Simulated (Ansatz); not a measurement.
GeSiC₂ (model structure, started from the AlGaN2 type, P-4m2, No. 115, 4 atoms in the cell)

Level of theory: r²SCAN (plane waves, PAW; Ansatz, a quantum-chemistry and plane-wave program).

Run with plane-wave cutoff 560 eV, 10×10×8 k mesh (along the axes of the cell as run), Fermi–Dirac smearing 0.01 eV, scalar-relativistic PAW data made under PBE.

Cell (relaxed at this level):

```xyz
4
Lattice="3.1560 0.0000 0.0000 0.0000 3.1560 0.0000 0.0000 0.0000 4.4562" Properties=species:S:1:pos:R:3 pbc="T T T"
Ge     1.5780     1.5780     2.2281
Si     0.0000     0.0000     0.0000
C      1.5780     0.0000     3.4033
C      0.0000     1.5780     1.0529
```

For GeSiC₂ (model structure, started from the AlGaN2 type, P-4m2, No. 115, 4 atoms in the cell), the band gap is 1.80 eV (indirect) and the smallest direct gap on the k points sampled is 2.15 eV.

Note: the relaxation could raise the start's symmetry but not lower it, so the cell can be a saddle point.

Spin–orbit coupling is not included.

It cost around 30 core-seconds (rough) of CPU time.

A model structure was made by putting elements into a prototype or built by hand; it is no filed structure, need not be a known phase, and can be a saddle point held by its symmetry.
